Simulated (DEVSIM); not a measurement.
Device: Pd/AlN/p-Ge capacitor, at 400 K.

Layer 1 from the left is AlN, thickness (nm) 28.0. Layer 2 from the left is Ge, thickness (nm) 5400, Na (cm⁻³) 1.2e16.

Metal gate on the left, work function 5.2 eV. Fixed charge at the semiconductor interface -1.7e11 cm⁻² (in units of +e); no interface traps.

The device is made up for the run: typed textbook-type constants, with dimensions and the other settings drawn at random. Values at 300 K; Nc and Nv go as T^1.5, mobilities as T to minus their exponent, the gap by Varshni's rule with the affinity fixed.

AlN: gap (eV) 6.1, affinity (eV) 1.9, permittivity 8.5. Ge: gap (eV) 0.664, affinity (eV) 4, permittivity 16, Nc (cm⁻³) 1.04e19, Nv (cm⁻³) 6e18, Varshni α (eV/K) 0.000477, Varshni β (K) 235.

Question: Estimate by hand the flat-band voltage, the threshold voltage, and compare with a numerical solution.

Answer: 
- Flat-band voltage: C = 0.269 μF/cm², work-function difference 0.805 V; VFB = φms − qNf/C = 0.91 V; numerical 0.91 V.
- Threshold voltage: φF = 0.074 V, depletion charge √(4εqNφF) = 2.84e-8 C/cm²; VT = VFB + 2φF + Qd/C = 1.16 V; numerical 1.16 V.

DEVSIM, 1D Poisson equation in equilibrium, Boltzmann statistics, complete ionisation; no quantum confinement or tunnelling. Metal contacts follow the ideal Schottky-Mott rule: no Fermi-level pinning, no interface dipoles.
